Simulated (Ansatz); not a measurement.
Take GaSb in the zinc blende structure (space group F-43m, No. 216; a = 6.134 Å) as the base. Axes: x, y, z lie along the cube axes.

Computed with r2SCAN (Ansatz, a first-principles code, PAW, scalar-relativistic without spin-orbit coupling), earlier PAW set.

Base values:

```
Item                              Value
-----------------------------  --------
Shortest interatomic distance   2.656 Å
Pressure                       0.00 GPa
```

The change: strain tensor (xx, yy, zz, yz, xz, xy) = (−0.44, −0.57, +0.28, −0.16, −1.37, +0.92) %, atoms relaxed at fixed cell.

Task: Predict the new energy relative to the base.

Result: The energy rises by 4.8 meV/atom.

Task: What happens to the largest internal atomic displacement?

Result: The largest internal atomic displacement amounts to 0.014 Å.

Task: How does this affect the shortest interatomic distance?

Result: The shortest interatomic distance falls by 0.0225 Å (2.656 Å → 2.633 Å).

Task: What does the calculation give for the pressure after the change?

Result: The pressure (mean of the normal stresses, compression positive) goes from zero to 0.42 GPa.

Stability against distortions was not tested.
